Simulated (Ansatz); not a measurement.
# CdS: biaxial strain +2.50 %, plane normal [001], relaxed out of plane

Consider CdS in the zinc blende structure (space group F-43m, No. 216; a = 5.7566 Å). Axes: x, y, z lie along the cube axes.

Now apply this change: tensile biaxial strain of 2.50 % in the plane normal to [001], as in epitaxy on a mismatched substrate; the out-of-plane cell vector and the atoms relax.

Level of theory: Ansatz (a program for electronic structure), LDA, PAW, cutoff 420 eV, spin-orbit coupling left out. Settings: 10×10×10 k-points, 0.05 eV Fermi–Dirac smearing.

* **Volume per atom**: 24.09 Å³ (base 23.85 Å³)
* **Space group**: I-4m2 (No. 119) (base F-43m (No. 216))
* **Energy relative to the base (free energy F)**: +4.5 meV/atom
* **Pressure (mean of the normal stresses, compression positive)**: -0.79 GPa (base 0.00 GPa)
* **Band gap**: 0.80 eV (base 0.95 eV)
* **Gap character**: direct at Γ (base direct at Γ)
* **Electron mass**: 0.095 mₑ out of plane, 0.11 mₑ in plane (at Γ) (base 0.10 mₑ (at Γ))
* **Hole mass**: 0.10 mₑ out of plane, 0.70 mₑ in plane (at Γ)
* **Valence-band top at Γ (three highest levels, from the VBM)**: 0.00, -0.18, -0.18 eV (base 0.00, 0.00, 0.00 eV)
* **Out-of-plane strain**: -3.86 %
* **Ratio −ε⊥/ε∥**: 1.54
* **Mean in-plane stress (compression positive)**: -1.2 GPa

Final structure (turned so that z lies along the plane normal):

```yaml
crystal:
  lattice:
    - [4.17230, 0.00000, 0.00000]
    - [0.00000, 4.17230, 0.00000]
    - [2.08615, -2.08615, 2.76714]
  atoms:
    - { symbol: Cd, position: [0.00000, 0.00000, 0.00000] }
    - { symbol: S, position: [0.75000, 0.75000, 0.50000] }
```

Masses are band curvatures over ±0.01 Å⁻¹ around the edge. Whether these cells are dynamically stable was not tested. k-point labels follow each cell's own Brillouin zone.
